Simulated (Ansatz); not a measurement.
The reference is AgCl in the rock salt structure (space group Fm-3m, No. 225; a = 5.447 Å). Axes: x, y, z lie along the cube axes.

Computed with PBEsol in Ansatz (plane waves to 420 eV, PAW, no spin-orbit coupling).

Before the change:

| Property | Value |
|---|---|
| Band gap | 0.72 eV |

It is then changed as follows: biaxial strain −2.00 %, plane normal [001], relaxed out of plane (Cartesian); in-plane vectors clamped, the third vector and the atoms free.

Question: What happens to the energy relative to the base, band gap and out-of-plane strain?

Answer: The energy grows by 4.0 meV/atom; the band gap falls by 0.14 eV, from 0.72 eV to 0.58 eV; the out-of-plane strain amounts to +2.57 %.

Whether these cells are dynamically stable was not tested.

Ansatz is an electronic-structure program.
